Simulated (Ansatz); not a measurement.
A calculation on cubic perovskite CsSnI3 (cubic high-temperature phase) returned lattice constant a 6.182 Å, formation enthalpy -0.942 eV/atom.

Question: Which level of theory produced these numbers?
A) PBEsol (Ansatz (a first-principles code))
B) rVV10 (Ansatz)
C) PBE-D3(BJ) (Ansatz)
D) PBE (Ansatz)

Answer: C, PBE-D3(BJ) (Ansatz)

The others give: PBEsol 6.136 Å, -0.926 eV/atom; PBE 6.286 Å, -0.964 eV/atom; rVV10 6.225 Å, -0.947 eV/atom.

Unless a cell is named, each level is at its own relaxed cell (PBE 49.67, PBE-D3(BJ) 47.24, PBEsol 46.20, rVV10 48.24 Å³/atom).

Caveats: the relaxation could not lower the start's symmetry, so the cell can be a saddle point above a distorted one (PBEsol, PBE, rVV10, PBE-D3(BJ)). Ansatz's density-functional and Hartree–Fock values are scalar-relativistic unless marked +SOC, with PAW data made under PBE.
